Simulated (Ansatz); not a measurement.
# Pressure series in Co

Base system: Co in the hcp (Mg type) structure (space group P6_3/mmc, No. 194; a = 2.494 Å, c = 4.032 Å; ferromagnetic).

Cell and atoms are relaxed at each pressure.

Calculations: DFT with PBE, PAW potentials and a 420 eV plane-wave cutoff in Ansatz (a quantum-chemistry and plane-wave program), no spin-orbit coupling, earlier PAW set.

```
pressure (GPa)  volume per atom (Å³/atom)
--------------  -------------------------
-2                                 10.965
-1                                 10.911
0                                  10.858
0.3                                10.842
0.7                                10.822
1.5                                10.781
3                                       ?
5                                  10.615
7.5                                10.505
```

Task: Fit the third-order Birch–Murnaghan form P(V) = (3B₀/2)[(V₀/V)^(7/3) − (V₀/V)^(5/3)]·[1 + (3/4)(B₀′ − 4)((V₀/V)^(2/3) − 1)] (squares taken in P) to the rows shown and predict the withheld row.

Result: Least squares on the printed values gives V₀ = 10.858 Å³/atom, B₀ = 208 GPa, B₀′ = 5.2; this predicts 10.708 Å³/atom, and the run gives 10.708 Å³/atom, in agreement.

Other magnetic orders, which the real material may have, were not ruled out. Load acts through the strain it causes; cell and atoms are relaxed under it. No phonon test of stability was made. Competing high-pressure phases were not computed.
